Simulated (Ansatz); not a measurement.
**Ga2O3, pressure series**

Base system: Ga$_{2}$O$_{3}$ (space group C2/m, No. 12; a = 12.255 Å, b = 3.039 Å, c = 5.808 Å, α = 90.00°, β = 103.81°, γ = 90.00°).

Cell and atoms are relaxed at each pressure.

All numbers come from r2SCAN, PAW, 500 eV (Ansatz, a program for electronic structure; no spin-orbit coupling), earlier PAW set.

```tsv
case	band gap	smallest direct gap	shortest interatomic distance
base	3.03 eV	3.07 eV	1.833 Å
pressure 0.9 GPa	3.08 eV	3.11 eV	1.831 Å
pressure 2.1 GPa	3.13 eV	3.16 eV	1.828 Å
pressure 4.5 GPa	3.23 eV	3.26 eV	1.823 Å
pressure 9 GPa	3.41 eV	3.44 eV	1.814 Å
pressure 15 GPa	3.65 eV	3.67 eV	1.804 Å
```

Load acts through the strain it causes; cell and atoms are relaxed under it. Stability against distortions was not tested. Competing high-pressure phases were not computed.
